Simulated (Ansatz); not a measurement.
Start from BaLiF3 in the cubic perovskite structure (space group Pm-3m, No. 221; a = 3.958 Å; a cell from a computed database, its experimental status unchecked).

One thing is altered: cell and atoms relaxed at a pressure of 3 GPa.

Levels (all Ansatz, a quantum-chemistry and plane-wave program, PAW): PBEsol (420 eV, spin-orbit coupling left out); PBEsol+SOC (420 eV, noncollinear with spin-orbit coupling).

The geometry is relaxed with PBEsol.

| Item | Result |
|---|---|
| PBEsol lowest conduction level above the VBM at special points | Γ 6.66 eV; R 8.23 eV; X 8.24 eV; M 9.15 eV |
| PBEsol gap character | direct at Γ |

Problem. What does PBEsol+SOC give at this geometry for the lowest conduction level above the VBM at special points, gap character and hole mass?

Solution. The lowest conduction level above the VBM at special points goes from Γ 6.66 eV; R 8.23 eV; X 8.24 eV; M 9.15 eV to Γ 6.61 eV; R 8.15 eV; X 8.19 eV; M 9.10 eV; the gap character remains direct at Γ; the hole mass (degenerate bands, along [100]) comes out as 1.1, 2.6 mₑ (at Γ). The threefold valence maximum splits by Δso ≈ 0.17 eV.

Single points use the geometry relaxed with PBEsol. Differences between runs with and without spin-orbit coupling are approximate. Load acts through the strain it causes; cell and atoms are relaxed under it. Masses are band curvatures over ±0.01 Å⁻¹ around the edge. Stability against distortions was not tested. Many cubic perovskites are stable only at high temperature; tilts and polar distortions were not tested.
